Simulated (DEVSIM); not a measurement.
Device: abrupt InP n-p junction, at 400 K.

| layer (left to right) | material | thickness (μm) | Nd (cm⁻³) | Na (cm⁻³) | τn (s) | τp (s) |
|---|---|---|---|---|---|---|
| 1 | InP | 3.00 | 8.7e16 | - | 3.1e-8 | 3.1e-8 |
| 2 | InP | 32.0 | - | 8.5e16 | 3.1e-8 | 3.1e-8 |

Left contact: ohmic. Right contact: ohmic. Voltage is applied to the left contact. Recombination: SRH at mid-gap, Auger. Mobility is constant in doping.

This is a model device: material constants are rounded textbook-type values typed into the input, and sizes, dopings and lifetimes were drawn at random. Values at 300 K; Nc and Nv go as T^1.5, mobilities as T to minus their exponent, the gap by Varshni's rule with the affinity fixed.

| parameter | InP |
|---|---|
| gap (eV) | 1.344 |
| affinity (eV) | 4.38 |
| permittivity | 12.5 |
| Nc (cm⁻³) | 5.7e17 |
| Nv (cm⁻³) | 1.1e19 |
| μn (cm²/Vs) | 5200 |
| μp (cm²/Vs) | 170 |
| T exponent of μn | 2 |
| T exponent of μp | 2 |
| Cn (cm⁶/s) | 9e-31 |
| Cp (cm⁶/s) | 9e-31 |
| Varshni α (eV/K) | 0.000363 |
| Varshni β (K) | 162 |

Model (solved in DEVSIM): 1D drift-diffusion, Boltzmann statistics, complete ionisation; no tunnelling, impact ionisation, image-force lowering or self-heating.

The thickness of layer 1 was swept, all else fixed.

```json
[
 {"thickness of layer 1 (μm)": "0.6", "dark forward voltage at 1 A/cm² (V)": "[?]", "dark forward voltage at 100 A/cm² (V)": "[?]"},
 {"thickness of layer 1 (μm)": "1", "dark forward voltage at 1 A/cm² (V)": "0.802", "dark forward voltage at 100 A/cm² (V)": "1.060"},
 {"thickness of layer 1 (μm)": "1.8", "dark forward voltage at 1 A/cm² (V)": "0.808", "dark forward voltage at 100 A/cm² (V)": "1.056"},
 {"thickness of layer 1 (μm)": "3", "dark forward voltage at 1 A/cm² (V)": "0.811", "dark forward voltage at 100 A/cm² (V)": "1.054"},
 {"thickness of layer 1 (μm)": "5.1", "dark forward voltage at 1 A/cm² (V)": "0.812", "dark forward voltage at 100 A/cm² (V)": "1.054"},
 {"thickness of layer 1 (μm)": "9", "dark forward voltage at 1 A/cm² (V)": "0.812", "dark forward voltage at 100 A/cm² (V)": "1.054"},
 {"thickness of layer 1 (μm)": "15", "dark forward voltage at 1 A/cm² (V)": "0.813", "dark forward voltage at 100 A/cm² (V)": "1.056"}
]
```

### Question
Complete the blanks.

### Answer

- 0.6, dark forward voltage at 1 A/cm² (V): 0.795
- 0.6, dark forward voltage at 100 A/cm² (V): 1.065
